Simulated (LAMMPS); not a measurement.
Simulation of a melt of GaN (wurtzite), 432 atoms, cooled from 4050 K to 300 K at 1e+14 K/s, at zero pressure.

Computed with classical MD, pair style tersoff, file GaN.tersoff; code LAMMPS.

```
Quantity                                                                                           Result
-----------------------------------------------------  --------------------------------------------------
state found                                                                                         glass
density                                                                           5.38 g/cm³ (one sample)
volume per atom                                                                      12.9 Å³ (one sample)
enthalpy per atom                                                                  -3.965 eV (one sample)
first peak of g(r), Ga-N                                                              1.97 Å, height 11.5
coordination number of Ga by N                                                   3.71 (counted to 2.86 Å)
coordination number of N by Ga                                                   3.71 (counted to 2.86 Å)
most common N-Ga-N angle                               in the 3° bin centred on 109.5° (mean of all 109°)
mean frequency of the velocity spectrum                                                          14.4 THz
glass transition from the energy curve (two-line fit)                                        about 2570 K
glass transition from the volume curve (two-line fit)                                        about 2820 K
energy above the crystal at 0 K                                                             0.484 eV/atom
cost                                                                       around 10 core-minutes (rough)
```

Potential: file GaN.tersoff of the LAMMPS distribution; its header cites Nord, Albe, Erhart and Nordlund, J. Phys Condens Matter, 15, 5649 (2003).

Caution: at ambient pressure real GaN sublimes or decomposes before or as it melts, so this liquid is the model's.

| angle (°) | probability per degree, N-Ga-N | probability per degree, Ga-N-Ga |
|---|---|---|
| 61.50 | 0.0000 | 0.0000 |
| 64.50 | 0.0002 | 0.0000 |
| 67.50 | 0.0008 | 0.0000 |
| 70.50 | 0.0026 | 0.0001 |
| 73.50 | 0.0045 | 0.0004 |
| 76.50 | 0.0056 | 0.0008 |
| 79.50 | 0.0070 | 0.0018 |
| 82.50 | 0.0081 | 0.0039 |
| 85.50 | 0.0102 | 0.0085 |
| 88.50 | 0.0103 | 0.0173 |
| 91.50 | 0.0102 | 0.0239 |
| 94.50 | 0.0114 | 0.0211 |
| 97.50 | 0.0142 | 0.0145 |
| 100.5 | 0.0186 | 0.0144 |
| 103.5 | 0.0231 | 0.0178 |
| 106.5 | 0.0254 | 0.0233 |
| 109.5 | 0.0261 | 0.0275 |
| 112.5 | 0.0259 | 0.0279 |
| 115.5 | 0.0239 | 0.0282 |
| 118.5 | 0.0208 | 0.0237 |
| 121.5 | 0.0184 | 0.0196 |
| 124.5 | 0.0155 | 0.0155 |
| 127.5 | 0.0117 | 0.0122 |
| 130.5 | 0.0099 | 0.0083 |
| 133.5 | 0.0074 | 0.0057 |
| 136.5 | 0.0063 | 0.0044 |
| 139.5 | 0.0036 | 0.0030 |
| 142.5 | 0.0024 | 0.0023 |
| 145.5 | 0.0016 | 0.0018 |
| 148.5 | 0.0011 | 0.0014 |
| 151.5 | 0.0009 | 0.0011 |
| 154.5 | 0.0010 | 0.0009 |
| 157.5 | 0.0015 | 0.0006 |
| 160.5 | 0.0009 | 0.0003 |
| 163.5 | 0.0007 | 0.0004 |
| 166.5 | 0.0005 | 0.0003 |
| 169.5 | 0.0004 | 0.0002 |
| 172.5 | 0.0003 | 0.0001 |
| 175.5 | 0.0001 | 0.0000 |
| 178.5 | 0.0001 | 0.0000 |
